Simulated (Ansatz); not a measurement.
The starting structures come from a database of crystals and need not be the phases stable at ambient conditions.

 Where the default PAW files enter, the runs use the earlier of Ansatz's two default sets.

By PBEsol, the system below comes out a metal.

The ballistic (Sharvin) conductance counts the channels at the Fermi level: G/A = (e²/h) × channels of both spins per area.

Given:

```
CELL_PARAMETERS angstrom
      3.83365     0.00000     0.00000
      0.00000    10.56755     0.00000
      0.00000     5.28378     2.14330
ATOMIC_POSITIONS crystal
  Y  0.75000 0.85937 0.00000
  Y  0.25000 0.14063 0.00000
  Si 0.75000 0.57552 0.00000
  Si 0.25000 0.42448 0.00000
```

Space group of this cell: Cmcm. The cell is taken as given; by PBEsol its mean pressure is -2.7 GPa.

The current flows along the normal of the first two printed cell vectors. No spin-orbit coupling; the value is a mean over 0.1 eV about the Fermi level.

Question: Compute, with PBEsol run with Ansatz (a program for electronic structure), the ballistic conductance per area.

Answer: 0.20 × 10¹⁵ S/m² for both spins.
